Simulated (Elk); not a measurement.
## Elk run on PtAl2 (Fm-3m, 3 atoms in the cell): self-consistent single point

Method: PBE, all-electron FP-LAPW, Elk's shipped species files, default APW+lo basis run with Elk.

Input as run:

```
tasks
  0

xctype
  20

rgkmax
  7.0

rmtscf
  0.89

stype
  3

swidth
  0.00367493

avec
    0.0000000000    5.4802756813    5.4802756813
    5.4802756813    0.0000000000    5.4802756813
    5.4802756813    5.4802756813    0.0000000000

atoms
  2   : nspecies
  'Al.in'   : spfname
  2   : natoms; atposl, bfcmt below
  0.2500000000  0.2500000000  0.2500000000    0.0 0.0 0.0
  0.7500000000  0.7500000000  0.7500000000    0.0 0.0 0.0
  'Pt.in'   : spfname
  1   : natoms; atposl, bfcmt below
  0.0000000000  0.0000000000  0.0000000000    0.0 0.0 0.0

ngridk
  13 13 13
```

Log, with long lists cut:

```
│ Elk code version 10.2.4 │

All units are atomic (Hartree, Bohr, etc.)

│ Ground-state run starting from atomic densities │

Lattice vectors :
   0.000000000       5.480275681       5.480275681
   5.480275681       0.000000000       5.480275681
   5.480275681       5.480275681       0.000000000

Unit cell volume      :    329.1828594
Brillouin zone volume :   0.7535332000

Muffin-tin inner radius fraction :   0.1000000000E-01

Nuclei treated as point charges

Species :    1 (Al)
 parameters loaded from : Al.in
 name : aluminium
 nuclear charge    :   -13.00000000
 electronic charge :    13.00000000
 atomic mass :    49184.33492
 muffin-tin radius :    1.958000000
 number of radial points in muffin-tin :    397
 atomic positions (lattice), magnetic fields (Cartesian) :
   1 :   0.25000000  0.25000000  0.25000000    0.00000000  0.00000000  0.00000000
   2 :  -0.25000000 -0.25000000 -0.25000000    0.00000000  0.00000000  0.00000000

Species :    2 (Pt)
 parameters loaded from : Pt.in
 name : platinum
 nuclear charge    :   -78.00000000
 electronic charge :    78.00000000
 atomic mass :    355605.4398
 muffin-tin radius :    2.492000000
 number of radial points in muffin-tin :    697
 atomic positions (lattice), magnetic fields (Cartesian) :
   1 :   0.00000000  0.00000000  0.00000000    0.00000000  0.00000000  0.00000000

Total number of atoms per unit cell :    3

Spin treatment :
 spin-unpolarised

Number of Bravais lattice symmetries :   48
Number of crystal symmetries         :   48
Crystal has inversion symmetry
Real symmetric eigensolver will be used

k-point grid :     13    13    13
k-point offset :    0.000000000       0.000000000       0.000000000
k-point set is reduced with full crystal symmetry group
Total number of k-points :       84

Muffin-tin radius times maximum |G+k| :    7.000000000
 using average radius
Maximum |G+k| for APW functions       :    3.277153558
Maximum (1/2)|G+k|²                   :    5.369867722
Maximum |G| for potential and density :    12.00000000
 potential will be trimmed for |G| > 2 gkmax
Constant for pseudocharge density :    7
Radial integration step length :    4

G-vector grid sizes :     30    30    30
Number of G-vectors :     9577

Maximum angular momentum used for
 APW functions                      :    8
 outer part of muffin-tin           :    6
 inner part of muffin-tin           :    1

Total nuclear charge    :   -104.0000000
Total core charge       :    56.00000000
Total valence charge    :    48.00000000
Total excess charge     :    0.000000000
Total electronic charge :    104.0000000

Effective Wigner radius, rₛ :   0.9108322966

Number of empty states         :   12
Total number of valence states :   36
Total number of core states    :   56

Total number of local-orbitals :   45

Exchange-correlation functional :     20     0     0
 Perdew-Burke-Ernzerhof, Phys. Rev. Lett. 77, 3865 (1996)
 gradient requirement :    1
 generalised gradient approximation (GGA)

Smearing type :    3
 Fermi-Dirac
Smearing width :   0.3674930000E-02
Effective electronic temperature (K) :    1160.451112

Mixing type :    3
 Broyden mixing, J. Phys. A: Math. Gen. 17, L317 (1984)

Kohn-Sham potential initialised from atomic data

│ Self-consistent loop started │
│ Loop number : 1 │
 total energy                :     -18910.3552031
│ Loop number : 2 │
 total energy                :     -18911.4596375
RMS change in Kohn-Sham potential (target) :   0.6190713621     (  0.1000000000E-05)
Absolute change in total energy (target)   :    1.104434456     (  0.1000000000E-03)
│ Loop number : 3 │
 total energy                :     -18910.9653144
RMS change in Kohn-Sham potential (target) :   0.6070276107     (  0.1000000000E-05)
Absolute change in total energy (target)   :   0.2182145629     (  0.1000000000E-03)
│ Loop number : 4 │
 total energy                :     -18923.1430353
RMS change in Kohn-Sham potential (target) :   0.2685706478     (  0.1000000000E-05)
Absolute change in total energy (target)   :    12.12316727     (  0.1000000000E-03)
│ Loop number : 5 │
 total energy                :     -18929.5770418
RMS change in Kohn-Sham potential (target) :   0.8517124753E-01 (  0.1000000000E-05)
Absolute change in total energy (target)   :    9.464798399     (  0.1000000000E-03)
│ Loop number : 6 │
 total energy                :     -18931.9060470
RMS change in Kohn-Sham potential (target) :   0.2159437544E-01 (  0.1000000000E-05)
Absolute change in total energy (target)   :    4.695204802     (  0.1000000000E-03)
│ Loop number : 7 │
 total energy                :     -18932.6645934
RMS change in Kohn-Sham potential (target) :   0.1538009574E-02 (  0.1000000000E-05)
Absolute change in total energy (target)   :    1.932347551     (  0.1000000000E-03)
│ Loop number : 8 │
 total energy                :     -18932.6562734
RMS change in Kohn-Sham potential (target) :   0.7953155590E-03 (  0.1000000000E-05)
Absolute change in total energy (target)   :   0.4747668505     (  0.1000000000E-03)
│ Loop number : 9 │
 total energy                :     -18932.6413675
RMS change in Kohn-Sham potential (target) :   0.4435560473E-04 (  0.1000000000E-05)
Absolute change in total energy (target)   :   0.1037858494     (  0.1000000000E-03)
│ Loop number : 10 │
 total energy                :     -18932.6508764
RMS change in Kohn-Sham potential (target) :   0.3474747173E-04 (  0.1000000000E-05)
Absolute change in total energy (target)   :   0.3545533891E-01 (  0.1000000000E-03)
│ Loop number : 11 │
 total energy                :     -18932.6487654
RMS change in Kohn-Sham potential (target) :   0.1011626334E-04 (  0.1000000000E-05)
Absolute change in total energy (target)   :   0.6752841397E-02 (  0.1000000000E-03)
│ Loop number : 12 │
 total energy                :     -18932.6483986
RMS change in Kohn-Sham potential (target) :   0.2866468140E-05 (  0.1000000000E-05)
Absolute change in total energy (target)   :   0.1321451764E-02 (  0.1000000000E-03)
│ Loop number : 13 │
 total energy                :     -18932.6480662
RMS change in Kohn-Sham potential (target) :   0.1385677309E-05 (  0.1000000000E-05)
Absolute change in total energy (target)   :   0.2073957148E-05 (  0.1000000000E-03)
│ Loop number : 14 │
 total energy                :     -18932.6480637
RMS change in Kohn-Sham potential (target) :   0.3543003457E-06 (  0.1000000000E-05)
Absolute change in total energy (target)   :   0.2963275620E-05 (  0.1000000000E-03)
Convergence targets achieved

│ Loop number : 15 │

Energies :
 Fermi                       :     0.311679218931
 sum of eigenvalues          :     -11596.2964580
 electron kinetic            :      21596.4381509
 core electron kinetic       :      20647.6890658
 Coulomb                     :     -40134.2110079
 Coulomb potential           :     -32676.8029256
 nuclear-nuclear             :     -1296.42792668
 electron-nuclear            :     -44998.7632369
 Hartree                     :      6160.98015564
 Madelung                    :     -23795.8095451
 xc potential                :     -515.931683248
 exchange                    :     -389.099902292
 correlation                 :     -5.77395294555
 electron entropic           :    -0.133994016310E-02
 total energy                :     -18932.6480522

Density of states at Fermi energy :    29.73697249
 (states/Hartree/unit cell)

Estimated indirect band gap :   0.1614966225E-02
 from k-point     10 to k-point     28
Estimated direct band gap   :   0.4653831702E-02
 at k-point     32

Charges :
 core                        :    56.00000000
 valence                     :    48.00000000
 interstitial                :    5.460301311
 muffin-tins (core leakage)
  species :    1 (Al)
   atom    1                 :    10.85955302     (  0.1721892492E-02)
   atom    2                 :    10.85955302     (  0.1721892492E-02)
  species :    2 (Pt)
   atom    1                 :    76.82059266     (  0.8090700959E-03)
 total in muffin-tins        :    98.53969869
 total calculated charge     :    103.9817864
 total charge                :    104.0000000
 error                       :   0.1821358524E-01

│ Self-consistent loop stopped │
```

The run converged in 15 iterations. The count includes the last loop, which Elk runs after its targets are met.

The starting cell has typed, rounded lattice constants, without a prior relaxation at this level. Its lattice was rescaled by a random factor within 2.5 % of one. Spin-orbit coupling is off. Spin polarisation is off. Values depend on the basis (sphere radii, cutoffs, local orbitals), which need not be converged. The log's line on a gap gives a spacing of levels on this mesh, which the program prints for metals too.

Cost on one core of a shared machine: roughly 50 s.
